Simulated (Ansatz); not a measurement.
**Several settings converged on Mg₃Au (P3m1, 8 atoms in the cell)**

```yaml
crystal:
  lattice:
    - [4.64986, 0.00000, 0.00000]
    - [-2.32493, 4.02690, 0.00000]
    - [0.00000, 0.00000, 8.45142]
  atoms:
    - { symbol: Mg, position: [0.00000, 0.00000, 0.25592] }
    - { symbol: Mg, position: [0.00000, 0.00000, 0.75000] }
    - { symbol: Mg, position: [0.33333, 0.66667, 0.92263] }
    - { symbol: Mg, position: [0.66667, 0.33333, 0.07737] }
    - { symbol: Mg, position: [0.66667, 0.33333, 0.42263] }
    - { symbol: Mg, position: [0.33333, 0.66667, 0.57737] }
    - { symbol: Au, position: [0.33333, 0.66667, 0.25000] }
    - { symbol: Au, position: [0.66667, 0.33333, 0.75000] }
```

Base method: LDA (PW92), default PAW files made with PBE (plane waves; Ansatz, an electronic-structure program).

Base settings: basis.ecutwfc = 420 eV; kpoints.mp_grid.grid = 7 7 3; hamiltonian.xc = lda; hamiltonian.pseudopotentials = {kind: paw} (the program's default PAW files); scf.occupations.method = gaussian; scf.occupations.width = 0.1 eV.

The count of work is k-points × plane waves × bands × iterations; it is no time. 

**The k-point mesh at a smearing width of 0.02 eV**

In this ladder: scf.occupations.width = 0.02 eV.

Only quantities that move along the ladder and can be compared are tabulated.

```tsv
kpoints.mp_grid.grid	free energy less the last step's (meV/atom)	pressure (GPa)	largest difference of a force vector from the last step's (eV/Å)	count of work / last
3 3 2	9.87	-2.54	0.215	0.023
4 4 2	-10.54	-2.17	0.012	0.019
5 5 3	-3.98	-1.99	0.030	0.029
6 6 3	-4.68	-2.19	0.025	0.041
8 8 4	1.94	-2.14	0.005	0.097
9 9 5	-0.33	-2.14	0.011	0.12
11 11 5	0.54	-2.11	0.020	0.17
16 16 8	0.81	-2.13	0.001	0.59
19 19 10	0.00	-2.11	0.000	1.0
```

Coarsest kpoints.mp_grid.grid that holds the pressure within 0.2 GPa of the last step, with all finer ones: 4 4 2, at 0.019 of the last step's count of work; the step before is off by 0.43 GPa.

Coarsest kpoints.mp_grid.grid that holds the free energy within 1 meV/atom: not settled: the last two steps still differ by 0.81 meV/atom, over half the tolerance, so the ladder does not show it.

**The width of Fermi-Dirac smearing**

In this ladder: kpoints.mp_grid.grid = 12 12 5; scf.occupations.method = fermi_dirac.

Narrow widths need finer meshes than wide ones, so the last steps can hold mesh noise.

Only quantities that move along the ladder and can be compared are tabulated; pressure and forces are left out, as mesh noise rules them at narrow widths.

| scf.occupations.width | free energy less the last step's (meV/atom) | energy extrapolated to zero width less the last step's (meV/atom) |
|---|---|---|
| 1 eV | -534.72 | 38.93 |
| 0.5 eV | -126.15 | 1.42 |
| 0.3 eV | -44.41 | -0.18 |
| 0.2 eV | -19.13 | -0.25 |
| 0.1 eV | -3.91 | -0.13 |
| 0.05 eV | 0.00 | 0.00 |

Widest scf.occupations.width that holds the energy extrapolated to zero width within 1 meV/atom of the last step, with all finer ones: 0.3 eV; the step before is off by 1.4 meV/atom.

Widest scf.occupations.width that holds the free energy within 5 meV/atom: not settled: the last two steps still differ by 3.9 meV/atom, over half the tolerance, so the ladder does not show it.

The extrapolation to zero width removes most of the smearing's effect on the energy.

**The width of cold smearing**

In this ladder: kpoints.mp_grid.grid = 12 12 5; scf.occupations.method = cold.

Narrow widths need finer meshes than wide ones, so the last steps can hold mesh noise.

Only quantities that move along the ladder and can be compared are tabulated; pressure and forces are left out, as mesh noise rules them at narrow widths.

| scf.occupations.width | free energy less the last step's (meV/atom) |
|---|---|
| 1 eV | 7.52 |
| 0.5 eV | 2.57 |
| 0.3 eV | 0.28 |
| 0.2 eV | -0.07 |
| 0.1 eV | 0.02 |
| 0.05 eV | 0.00 |

Widest scf.occupations.width that holds the free energy within 0.5 meV/atom of the last step, with all finer ones: 0.3 eV; the step before is off by 2.6 meV/atom.

On the base run: the starting cell comes from a database of computed structures (which also holds hypothetical and non-ambient phases and stackings), without a prior relaxation at this level. Its lattice was rescaled by up to half a per cent. One atom was moved a little off its site on purpose. Ansatz's pressure includes its estimate of the finite-basis (Pulay) stress.

Left out of this page: 4 runs of the series outside the window shown, repeating another row's setting, or not comparable.

Keys are those of Ansatz 0.2.
